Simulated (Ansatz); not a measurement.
## A computed series for Pt: response to strain

Base system: Pt in the fcc (Cu type) structure (space group Fm-3m, No. 225; relaxed with 0.1 eV smearing).

```yaml
crystal:
  lattice:
    - [0.00000, 1.94769, 1.94769]
    - [1.94769, 0.00000, 1.94769]
    - [1.94769, 1.94769, 0.00000]
  atoms:
    - { symbol: Pt, position: [0.00000, 0.00000, 0.00000] }
```

Cartesian axes are those of the cell as printed.

Strains are applied to the cell and any free atomic positions relax.

The values are results of LDA/PAW in Ansatz (a program for electronic structure), spin-orbit coupling left out, not measurements.

Notes on the quantities. energy relative to the base: free energy F; pressure: mean of the normal stresses, compression positive.

| case | shortest interatomic distance | energy relative to the base | pressure |
|---|---|---|---|
| base | 2.754 Å | 0 meV/atom | 0.0 GPa |
| tensor shear ε_xy = +0.29 % | 2.746 Å | +0.1 meV/atom | 0.0 GPa |
| tensor shear ε_xy = +0.57 % | 2.739 Å | +0.5 meV/atom | 0.0 GPa |
| tensor shear ε_xy = +1.14 % | 2.723 Å | … | … |
| tensor shear ε_xy = +0.86 % | 2.731 Å | +1.2 meV/atom | 0.1 GPa |
| tensor shear ε_xy = +2.00 % | … | +6.8 meV/atom | 0.5 GPa |
| tensor shear ε_xy = +1.43 % | 2.715 Å | +3.5 meV/atom | 0.3 GPa |
| tensor shear ε_xy = +1.71 % | 2.707 Å | +5.0 meV/atom | 0.4 GPa |

### Question
Some entries are withheld; estimate them.

### Answer

- tensor shear ε_xy = +1.14 %, energy relative to the base: +2.2 meV/atom
- tensor shear ε_xy = +1.14 %, pressure: 0.2 GPa
- tensor shear ε_xy = +2.00 %, shortest interatomic distance: 2.699 Å

Whether these cells are dynamically stable was not tested. The final runs are not spin-polarised.
